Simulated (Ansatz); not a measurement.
System: GaP (P6₃mc, No. 186, 4 atoms in the cell; start mp-8882; a measured phase of this formula has another space group). Method: PBE0 (plane waves, PAW; Ansatz, a first-principles code).

Input:

Ansatz 0.2 input:
```yaml
crystal:
  lattice:
    - [3.8326560248, 0.0, 0.0]
    - [-1.9163280124, 3.3191774815, 0.0]
    - [0.0, 0.0, 6.3189935798]
  atoms:
    - { symbol: Ga, position: [0.6666666667, 0.3333333333, 0.5000637076] }
    - { symbol: Ga, position: [0.3333333333, 0.6666666667, 0.0000637076] }
    - { symbol: P, position: [0.6666666667, 0.3333333333, 0.8739362924] }
    - { symbol: P, position: [0.3333333333, 0.6666666667, 0.3739362924] }
basis:
  ecutwfc: 460
  ecutrho_ratio: 4
  xc_grid: 2
kpoints:
  mp_grid: { grid: [9, 9, 4] }
hamiltonian:
  xc: pbe0
  dispersion: none
  pseudopotentials: { kind: paw }
scf:
  occupations: { method: fermi_dirac, width: 0.01 }
  convergence: { dr2_threshold: 0.0000000004 }
output:
  forces: true
  stress: true
  eigenvalues: true
```

Problem. How many irreducible k-points, plane waves at Γ does the program set up, and what pressure does the run end with?

Solution. 36 irreducible k-points, 1799 plane waves at Γ; P = 1.13 GPa, so the cell is compressed on average and its volume would grow at this level.

Excerpt of the program's output:

```
WARN output.stress: scf.exx.energy_threshold = 1e-6 eV is looser than the 4e-8 eV advised for a stress under a hybrid functional (1e-8 eV for each atom of the …
Crystal: 4 atoms, lattice volume = 80.386 Å³
Basis set: ecut = 460 eV, 1799 PW (Γ), exchange–correlation on 54×54×90 points (8 copies of the dense FFT grid, shifted against one another)
Bands: 22, of which v1, the nominal top of the filled ones, is band 18 counted from 1 (17 counted from 0)
Symmetry: 12 space group operations
Space group: P63mc (ITA 186), of the structure as read, at distance tolerance 4.3e-5 Å
k-points: 36 of 324 (time reversal used)
Functional: x = pbe(κ = 0.804, μ = 0.2195149727645171), c = pbe(β = 0.06672455060314922), warm-up for x = 0.75 pbe(κ = 0.804, μ = 0.2195149727645171) + 0.25 exact, c = pbe(β = 0.06672455060314922)
SCF iter   1: F=—  HF=-9079.052004 eV  |F-HF|=—  |Δ(HF+E_count)|=         —  Δρ=1.59e-3  dr2=3.42e-3
SCF iter   2: F=-9079.051919 eV  HF=-9079.051926 eV  |F-HF|=7.08e-6  |Δ(HF+E_count)|=   7.74e-5  Δρ=4.23e-4  dr2=1.62e-4
Crystal: 4 atoms, lattice volume = 80.386 Å³
Initial density: handed on by an earlier stage of this run
Functional: x = 0.75 pbe(κ = 0.804, μ = 0.2195149727645171) + 0.25 exact, c = pbe(β = 0.06672455060314922)
  ...
Crystal: 4 atoms, lattice volume = 80.386 Å³
Crystal: 4 atoms, lattice volume = 80.386 Å³
SCF iter   1: F=—  HF=-9081.623022 eV  |F-HF|=—  |Δ(HF+E_count)|=         —  Δρ=2.57e-6  dr2=2.85e-9
SCF iter   2: F=-9081.623022 eV  HF=-9081.623022 eV  |F-HF|=3.27e-11  |Δ(HF+E_count)|=  9.28e-10  Δρ=4.61e-7  dr2=3.10e-10
SCF 4 converged in 2 iterations: F = -9081.623022 eV  dr2 = 3.10e-10
Free energy (F): -9081.623022 eV
Internal energy: -9081.623022 eV  (E = F + TS)
E sigma→0 (E₀):  -9081.623022 eV
Fermi energy:    7.942326 eV
--- Stress (GPa, compression-positive) ---
        1.166354       0.000000      -0.000000
       -0.000000       1.166354       0.000000
       -0.000000       0.000000       1.061519
  P = ⅓ Tr σ = 1.1314 GPa (11.314 kbar)
```

The PAW data were made under PBE.

Note: cell and atoms aren't relaxed at this level (pressure 1.1 GPa).

Computing time: about 5 core-minutes (a rough figure).

A start named mp-… is a Materials Project structure, which need not be a measured phase.
